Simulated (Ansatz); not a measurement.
The starting structures come from a database of crystals and need not be the phases stable at ambient conditions.

By PBEsol, the system below comes out a metal.

Without scattering a metal conducts by its projected Fermi surface.

Input:

```xyz
6
Lattice="5.2085 0.0000 0.0000 -2.6043 4.5107 0.0000 0.0000 0.0000 2.9148" Properties=species:S:1:pos:R:3 pbc="T T T"
Ta     0.0000     0.0000     0.0000
Ta     0.0000     3.0071     1.4574
Ta     2.6042     1.5036     1.4574
N     -1.0219     1.7700     0.0000
N      2.0438     0.0000     0.0000
N      1.5824     2.7407     0.0000
```

The cell is taken as given; by PBEsol it stands under a pressure of -5.6 GPa.

The current flows along the normal of the first two printed cell vectors, the (001) plane of the conventional cell. No spin-orbit coupling; the value is a mean over 0.1 eV about the Fermi level.

### Question
Predict the ballistic conductance per area from PBEsol in Ansatz (a program for electronic structure).

### Answer
0.18 × 10¹⁵ S/m² for both spins.
